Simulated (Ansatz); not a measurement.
Start from GaAs in the zinc blende structure (space group F-43m, No. 216; a = 5.6656 Å).

The change: a hydrostatic pressure of 1.8 GPa.

Levels (all Ansatz, a quantum-chemistry and plane-wave program, PAW, earlier PAW set): r2SCAN (500 eV, no spin-orbit coupling); HSE06+SOC (420 eV, spin-orbit coupling included).

The geometry is relaxed with r2SCAN.

* **r2SCAN band gap**: 1.16 eV
* **r2SCAN valence-band top at Γ**: 0.00, 0.00, 0.00 eV

Task: Predict the band gap and valence-band top at Γ from HSE06+SOC.

Result: The band gap increases by 0.29 eV (1.16 eV → 1.45 eV); the valence-band top at Γ (three highest Kramers pairs, from the VBM) goes from 0.00, 0.00, 0.00 eV to 0.00, 0.00, -0.37 eV. The threefold valence maximum splits by Δso ≈ 0.37 eV.

Single points use the geometry relaxed with r2SCAN. Their cutoffs differ, which shifts pressures a little. Differences between runs with and without spin-orbit coupling are approximate. Load acts through the strain it causes; cell and atoms are relaxed under it. No phonon test of stability was made.
